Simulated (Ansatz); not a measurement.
System: interstitial H in zinc-blende ZnS (charge state +1). These are PBE, PAW (plane waves to 420 eV; Ansatz, a program for electronic structure) values and carry that method's errors.

Settings: 64 host sites, the relaxed PBE lattice, the Γ point alone, smearing 0.01 eV, spin-restricted, no image-charge correction. Static, classical nuclei. The charge state is imposed; whether it is stable for some Fermi level was not computed. Sites that were not tried may lie lower. The start lies 0.15 eV above the lowest site run (PBE).

Barriers: single points on a 2×2×2 k-point mesh shifted by half a step at the bands' geometries.

The step: several atoms move together, H the farthest. Atoms about the jump, Cartesian Å from the middle of the jump, before and after:

```csv
atom,x0,y0,z0,x1,y1,z1
H1,0.76,0.21,-0.22,-0.76,-0.21,0.22
S2,-0.02,-0.57,0.56,0.01,-1.00,1.00
Zn3,-1.72,0.69,-0.70,-2.01,1.01,-1.03
S4,-0.23,1.97,-1.99,-0.21,1.99,-2.00
Zn5,1.24,-2.27,-0.70,1.25,-2.25,-0.67
Zn6,1.24,0.69,2.26,1.26,0.66,2.24
S7,2.53,-0.78,-1.99,2.50,-0.77,-1.97
S8,2.53,1.97,0.77,2.50,1.95,0.76
Zn9,1.14,0.59,-3.33,1.14,0.56,-3.35
Zn10,1.14,3.32,-0.60,1.14,3.34,-0.58
```

Q: Where do these atoms stand at the saddle point, and how high is it?

A: 
```
atom      x      y      z
----  -----  -----  -----
H1     0.22   0.22  -0.25
S2    -0.04  -0.72   0.70
Zn3   -1.88   0.78  -0.79
S4    -0.23   1.95  -1.96
Zn5    1.26  -2.24  -0.65
Zn6    1.25   0.64   2.22
S7     2.52  -0.78  -1.97
S8     2.52   1.96   0.76
Zn9    1.15   0.57  -3.33
Zn10   1.15   3.32  -0.59
```
It lies 0.034 eV above the start and 0.18 eV above the end. The saddle point's order was not checked, and it lies on a symmetry element of the cell, where a band can be held.
